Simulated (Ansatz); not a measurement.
We consider MoInN3 (model structure, started from the LiNbO3 type, R3c, No. 161, 10 atoms in the cell), described by PBEsol (Ansatz, an electronic-structure program, PAW).

Excerpt of the program's output:

```
Crystal: 10 atoms, lattice volume = 120.695 Å³
Basis set: ecut = 520 eV, 3247 PW (Γ), exchange–correlation on 90×90×90 points (8 copies of the dense FFT grid, shifted against one another)
Bands: 52, of which v1, the nominal top of the filled ones, is band 42 counted from 1 (41 counted from 0)
Symmetry: 6 space group operations
Space group: R3c (ITA 161), of the structure as read, at distance tolerance 4.9e-5 Å
k-points: 65 of 512 (time reversal used)
Functional: x = pbesol(κ = 0.804, μ = 0.12345679012345678), c = pbesol(β = 0.046)
SCF iter   1: F=—  HF=-23116.718484 eV  |F-HF|=—  |Δ(HF+E_count)|=         —  Δρ=9.19e-3  dr2=1.08e-1
SCF iter   2: F=—  HF=-23116.694428 eV  |F-HF|=—  |Δ(HF+E_count)|=   2.41e-2  Δρ=4.23e-3  dr2=2.64e-2
  ...
SCF iter   7: F=—  HF=-23116.687025 eV  |F-HF|=—  |Δ(HF+E_count)|=   1.81e-8  Δρ=2.23e-6  dr2=7.52e-9
SCF iter   8: F=-23116.687025 eV  HF=-23116.687025 eV  |F-HF|=1.46e-11  |Δ(HF+E_count)|=  9.09e-10  Δρ=5.67e-7  dr2=3.68e-10
SCF 1 converged in 8 iterations: F = -23116.687025 eV  dr2 = 3.68e-10
SCF converged after 8 iterations
Free energy (F): -23116.687025 eV
Internal energy: -23116.687025 eV  (E = F + TS)
E sigma→0 (E₀):  -23116.687025 eV
Fermi energy:    12.623106 eV
--- Forces (eV/Å), atoms counted from 1 ---
  atom   1  In    -0.00000000    -0.00000000     0.00004543
  atom   2  In     0.00000000    -0.00000000     0.00004543
  atom   3  Mo     0.00000000    -0.00000000    -0.00004459
  atom   4  Mo    -0.00000000    -0.00000000    -0.00004459
  atom   5  N      0.00003687    -0.00007905     0.00000439
  atom   6  N      0.00005002     0.00007146     0.00000439
  atom   7  N     -0.00008690     0.00000759     0.00000439
  atom   8  N      0.00008690     0.00000759     0.00000439
  atom   9  N     -0.00003687    -0.00007905     0.00000439
  atom  10  N     -0.00005002     0.00007146     0.00000439
--- Stress (GPa, compression-positive) ---
        0.000148       0.000000       0.000000
        0.000000       0.000148      -0.000000
       -0.000000       0.000000       0.001649
  P = ⅓ Tr σ = 0.0006 GPa (0.006 kbar)
```

Task: Write an input file that could have produced this run (the log leaves some choices open).

Result: Several could match; the one computed here: 
Ansatz 0.2 input:
```yaml
crystal:
  lattice:
    - [2.6822880286, 1.5486197154, 4.842688105]
    - [-2.6822880286, 1.5486197154, 4.842688105]
    - [0.0, -3.0972394308, 4.842688105]
  atoms:
    - { symbol: In, position: [0.2801908822, 0.2801908822, 0.2801908822] }
    - { symbol: In, position: [0.7801908822, 0.7801908822, 0.7801908822] }
    - { symbol: Mo, position: [1.0068446544, 1.0068446544, 1.0068446544] }
    - { symbol: Mo, position: [0.5068446544, 0.5068446544, 0.5068446544] }
    - { symbol: N, position: [0.1095649954, 0.3437507034, 0.7267487646] }
    - { symbol: N, position: [0.7267487646, 0.1095649954, 0.3437507034] }
    - { symbol: N, position: [0.3437507034, 0.7267487646, 0.1095649954] }
    - { symbol: N, position: [0.2267487646, 0.8437507034, 0.6095649954] }
    - { symbol: N, position: [0.8437507034, 0.6095649954, 0.2267487646] }
    - { symbol: N, position: [0.6095649954, 0.2267487646, 0.8437507034] }
basis:
  ecutwfc: 520
  ecutrho_ratio: 4
  xc_grid: 2
kpoints:
  mp_grid: { grid: [8, 8, 8] }
  band_path:
    path:
      - [0.0, 0.0, 0.0]
      - [-0.083333, -0.083333, -0.083333]
      - [-0.166667, -0.166667, -0.166667]
      - [-0.25, -0.25, -0.25]
      - [-0.333333, -0.333333, -0.333333]
      - [-0.416667, -0.416667, -0.416667]
      - [-0.5, -0.5, -0.5]
      - [-0.5, -0.446968, -0.553032]
      - [-0.5, -0.393937, -0.606063]
      - [-0.5, -0.340905, -0.659095]
      - [-0.5, -0.287873, -0.712127]
      - [-0.5, -0.234842, -0.765158]
      - [-0.234842, 0.234842, -0.5]
      - [-0.187873, 0.187873, -0.5]
      - [-0.140905, 0.140905, -0.5]
      - [-0.093937, 0.093937, -0.5]
      - [-0.046968, 0.046968, -0.5]
      - [0.0, 0.0, -0.5]
      - [0.0, 0.0, -0.416667]
      - [0.0, 0.0, -0.333333]
      - [0.0, 0.0, -0.25]
      - [0.0, 0.0, -0.166667]
      - [0.0, 0.0, -0.083333]
      - [0.0, 0.045928, -0.045928]
      - [0.0, 0.091855, -0.091855]
      - [0.0, 0.137783, -0.137783]
      - [0.0, 0.18371, -0.18371]
      - [0.0, 0.229638, -0.229638]
      - [0.0, 0.275566, -0.275566]
      - [0.0, 0.321493, -0.321493]
      - [0.0, 0.367421, -0.367421]
      - [-0.367421, 0.0, -0.632579]
      - [-0.43371, 0.0, -0.56629]
      - [-0.5, 0.0, -0.5]
      - [-0.428571, 0.0, -0.428571]
      - [-0.357143, 0.0, -0.357143]
      - [-0.285714, 0.0, -0.285714]
      - [-0.214286, 0.0, -0.214286]
      - [-0.142857, 0.0, -0.142857]
      - [-0.071429, 0.0, -0.071429]
    npoints: 1
hamiltonian:
  xc: pbesol
  dispersion: none
  pseudopotentials: { kind: paw }
scf:
  occupations: { method: fermi_dirac, width: 0.01 }
  convergence: { dr2_threshold: 0.000000001 }
output:
  forces: true
  stress: true
  eigenvalues: true
  write_bands: true
```

The PAW data were made under PBE.

Note: the relaxation could raise the start's symmetry but not lower it, so the cell can be a saddle point.

A model structure was made by putting elements into a prototype or built by hand; it is no filed structure, need not be a known phase, and can be a saddle point held by its symmetry.
